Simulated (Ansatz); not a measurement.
## Bi2Te2S (R3m, No. 160, 5 atoms in the cell; start mp-1227335; a measured phase of this formula has another space group)

Level of theory: LDA (Ansatz, an electronic-structure program, PAW).

Settings: plane-wave cutoff 520 eV, 10×10×10 k mesh, Fermi–Dirac smearing 0.01 eV, scalar-relativistic PAW data made under PBE.

Cell (relaxed at this level):

```xyz
5
Lattice="2.1148 1.2210 9.5447 -2.1148 1.2210 9.5447 0.0000 -2.4420 9.5447" Properties=species:S:1:pos:R:3 pbc="T T T"
Bi     0.0000     0.0000    11.5454
Bi     0.0000     0.0000    16.9469
Te     0.0000     0.0000    28.4926
Te     0.0000     0.0000    22.8427
S      0.0000     0.0000     6.0746
```

For Bi2Te2S (R3m, No. 160, 5 atoms in the cell; start mp-1227335; a measured phase of this formula has another space group), the band gap is 0.47 eV.

Spin–orbit coupling is not included; with these elements it can move the gap by several tenths of an eV or more.

Computed values are for the static lattice.

A start named mp-… is a Materials Project structure, which need not be a measured phase.
